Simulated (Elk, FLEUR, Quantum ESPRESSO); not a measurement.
## ErSi₂Os₂ (I4/mmm, 5 atoms in the cell) computed with different codes at matched settings

Self-consistent single point, at a second geometry (lattice scaled by 0.98). First geometry:

```xyz
5
Lattice="-2.0725 2.0725 4.7383 2.0725 -2.0725 4.7383 2.0725 2.0725 -4.7383" Properties=species:S:1:pos:R:3 pbc="T T T"
Er     0.0000     0.0000     0.0000
Si     0.0000     0.0000     5.9591
Si     0.0000     0.0000     3.5176
Os     0.0000     2.0725     2.3692
Os     2.0725     0.0000     2.3692
```
Moments meant for the start (each program seeds them in its own way; μB, in the order of the atoms Er Si Si Os Os): 3.0 0.0 0.0 0.0 0.0.

Shared settings, as Quantum ESPRESSO writes them: occupations = smearing; smearing = gauss; degauss = 0.0147 Ry; nspin = 2; K_POINTS = automatic 5 5 5 0 0 0. Potentials and cutoffs stand in the table.

```
code                                                                                        model  largest force (eV/Å)  size of the net moment (μB/atom)         cutoff
----------------  -------------------------------------------------------------------------------  --------------------  --------------------------------  -------------
Elk               PBEsol, all-electron FP-LAPW, Elk's shipped species files, default APW+lo basis                     –                              0.53       rgkmax 7
FLEUR                             PBEsol, all-electron FLAPW (FLEUR), scalar-relativistic valence                 0.943                              0.52  Kmax 4 1/bohr
Quantum ESPRESSO                             PBEsol, SSSP 1.1.2 efficiency (PBE) pseudopotentials                 0.949                              0.54          50 Ry
```

A dash marks a value that a program does not give, or that is left out as unsure.

On Elk's run: spin-orbit coupling is off. With one magnetic atom in the cell only a parallel order is possible. With U or open f shells several self-consistent states can exist. The f electrons are in the valence without U or exact exchange, which can misplace them near the Fermi level. Spin-orbit terms, which matter for f shells, are left out.

The spread over the programs that give each value: largest force within 0.006 eV/Å; size of the net moment within 0.02 μB/atom.

Elk and FLEUR treat all electrons, but the usual bases taken here (sphere radii, linearisation, local orbitals, empty states) were not tested for convergence, so the values are no reference for the others.

The starting cell comes from a database of computed structures (which also holds hypothetical and non-ambient phases and stackings), without a prior relaxation at this level. Its lattice was rescaled by a random factor within 2.5 % of one. For this run, on top of that: lattice scaled by 0.98.

Left out of this page: Ansatz (with a known weakness of the program).
